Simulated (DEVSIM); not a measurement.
Structure: abrupt Si p-n junction, at 400 K.

```
layer (left to right)  material  thickness (μm)  Nd (cm⁻³)  Na (cm⁻³)  τn (s)  τp (s)
---------------------  --------  --------------  ---------  ---------  ------  ------
1                            Si            72.0          -     1.3e15  8.8e-5  8.8e-5
2                            Si            2.10     2.9e17          -  8.8e-5  8.8e-5
```

Left contact: ohmic. Right contact: ohmic. Voltage is applied to the left contact. Recombination: SRH at mid-gap, radiative. Mobility is μmin + (μ − μmin)/(1 + (N/Nref)^α).

The device is made up for the run: typed textbook-type constants, with dimensions and the other settings drawn at random. Values at 300 K; Nc and Nv go as T^1.5, mobilities as T to minus their exponent, the gap by Varshni's rule with the affinity fixed.

```csv
parameter,Si
gap (eV),1.124
affinity (eV),4.05
permittivity,11.7
Nc (cm⁻³),2.86e19
Nv (cm⁻³),3.1e19
μn (cm²/Vs),1417
μp (cm²/Vs),470
"μn,min",52
"μp,min",45
"Nref,n",9.7e16
"Nref,p",2.2e17
αn,0.68
αp,0.72
T exponent of μn,2.3
T exponent of μp,2.2
B (cm³/s),4.7e-15
Varshni α (eV/K),0.000473
Varshni β (K),636
```

Simulated with DEVSIM: 1D drift-diffusion, Boltzmann statistics, complete ionisation; no tunnelling, impact ionisation, image-force lowering or self-heating.

The thickness of layer 2 was swept, all else fixed.

```tsv
thickness of layer 2 (μm)	dark forward voltage at 100 A/cm² (V)
0.42	1.015
0.73	0.948
1.3	0.889
2.1	…
3.6	0.807
6.3	0.775
10	0.755
```

**Question.** Complete the blanks.

**Answer.** 
- 2.1, dark forward voltage at 100 A/cm² (V): 0.847
